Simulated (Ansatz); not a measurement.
We consider ZrSi2 (Cmcm, No. 63), described by PBE-D4 in Ansatz (PAW).

Total energies, extrapolated to zero smearing (they compare only within this program, potentials and cutoff):

```csv
system,energy (eV/atom)
"ZrSi2 (Cmcm, No. 63), relaxed",-1819.5101
hcp Zr,-4184.0412
diamond-structure Si,-636.1396
```

Problem. Work out the enthalpy of formation per atom.

Solution. ΔH_f ≈ ΔE = -1819.5101 − [1 × (-4184.0412) + 2 × (-636.1396)]/3 = -0.737 eV/atom (0 K, no vibrations). The reference value is -0.625 ± 0.02 eV/atom (measured, 298 K, copied from a table, unchecked, no zero-point or thermal correction; as tabulated in Wang et al. (2021), doi:10.1038/s41598-021-94550-5), a difference of -0.112 eV/atom.

The PAW data were made under PBE.

Note: the relaxation could not lower the start's symmetry, so the cell can be a saddle point above a distorted one.

Ansatz is a program for electronic structure.
